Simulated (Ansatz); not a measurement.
Base system: Nb$_{3}$Au in the A15 (Cr3Si type) structure (space group Pm-3n, No. 223; a = 5.174 Å).

Modification: cell and atoms relaxed at a pressure of 0.3 GPa.

Levels (all Ansatz, a quantum-chemistry and plane-wave program, PAW): PBEsol (420 eV, spin-orbit coupling left out); PBEsol+SOC (420 eV, with spin-orbit coupling).

The geometry is relaxed with PBEsol.

| Property | Value |
|---|---|
| PBEsol pressure | 0.3 GPa |

Question: Predict the pressure from PBEsol+SOC.

Answer: The pressure falls by 0.4 GPa to -0.1 GPa.

Single points use the geometry relaxed with PBEsol. Differences between runs with and without spin-orbit coupling are approximate. Load acts through the strain it causes; cell and atoms are relaxed under it. Whether these cells are dynamically stable was not tested. The runs without spin-orbit coupling are not spin-polarised.
